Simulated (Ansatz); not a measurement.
Take SrTiO$_{3}$ in the cubic perovskite structure (space group Pm-3m, No. 221; a = 3.8542 Å) as the base. Axes: x, y, z lie along the cube axes.

Calculations: Ansatz (an electronic-structure program) LDA, no spin-orbit coupling.

Strains are applied to the cell and any free atomic positions relax; under biaxial strain the out-of-plane vector relaxes too.

One change was made to it. Results:

The energy grows by 4.2 meV/atom; the band gap drops by 0.065 eV to 1.79 eV; the smallest direct gap falls by 0.05 eV to 2.12 eV.

Q: Name the change that was made.
(A) biaxial strain +1.20 %, plane normal [001], relaxed out of plane
(B) biaxial strain +1.80 %, plane normal [001], relaxed out of plane
(C) biaxial strain +0.60 %, plane normal [001], relaxed out of plane
(D) biaxial strain +2.40 %, plane normal [001], relaxed out of plane

A: A, biaxial strain +1.20 %, plane normal [001], relaxed out of plane. For comparison, the energy relative to the base in the other runs: biaxial strain +0.60 %, plane normal [001], relaxed out of plane gives +1.0 meV/atom; biaxial strain +1.80 %, plane normal [001], relaxed out of plane gives +9.4 meV/atom; biaxial strain +2.40 %, plane normal [001], relaxed out of plane gives +16 meV/atom.

Whether these cells are dynamically stable was not tested. The final runs are not spin-polarised. Many cubic perovskites are stable only at high temperature; tilts and polar distortions were not tested.
